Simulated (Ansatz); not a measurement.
O on the 1x1 (111) surface of fcc Ag, one in a 1x1 cell, energies for each (7.5 Å²). Energies are against ½ O2(g), without zero-point or thermal terms; each row is named by its start.

All values below come from PBE (plane waves to 420 eV, PAW; Ansatz, a quantum-chemistry and plane-wave program).

Question: Which site binds most strongly?
A) hollow Ag-Ag-Ag over Ag at depth 2.4 Å
B) top Ag
C) hollow Ag-Ag-Ag over Ag at depth 4.7 Å

Answer: C, hollow Ag-Ag-Ag over Ag at depth 4.7 Å. Adsorption energies: hollow Ag-Ag-Ag over Ag at depth 4.7 Å 0.94 eV; hollow Ag-Ag-Ag over Ag at depth 2.4 Å 0.99 eV; top Ag 1.62 eV.
